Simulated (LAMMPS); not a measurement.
MD from the crystal across the composition of Ni (fcc) with a share x of Ni sites Pt; all at 300 K and zero pressure.

Level of theory: classical MD, pair style eam, the elements' _u3.eam files (universal-3 set of Foiles, Baskes and Daw) (LAMMPS).

```tsv
x	volume	state	enthalpy	T (K)
0.25	12.2144 ± 0.0001 Å³/atom	crystal; no diffusion seen in 30 ps	-4.7680 ± 0.0001 eV/atom	300
0.5	13.2238 ± 0.0001 Å³/atom	crystal; no diffusion seen in 30 ps	-5.1189 ± 0.0001 eV/atom	300
0.75	14.1956 ± 0.0001 Å³/atom	crystal; no diffusion seen in 30 ps	-5.4202 ± 0.0001 eV/atom	300
```

Caution: the random arrangement on this lattice is imposed, and need not be a phase that exists in equilibrium.

States go by the mean squared displacement: a species diffuses where it passes 1.5 Å², still rises and gives D over 1e-6 cm²/s; a crystal has left its structure where atoms lie 0.35 Å off their sites on average or a cubic box changes its shape by 3 %, or the axial ratios of another lie 8 % off the starting cell's, which the potential's own relaxation can also do.

The ± values are statistical; the model's systematic error is not in them.
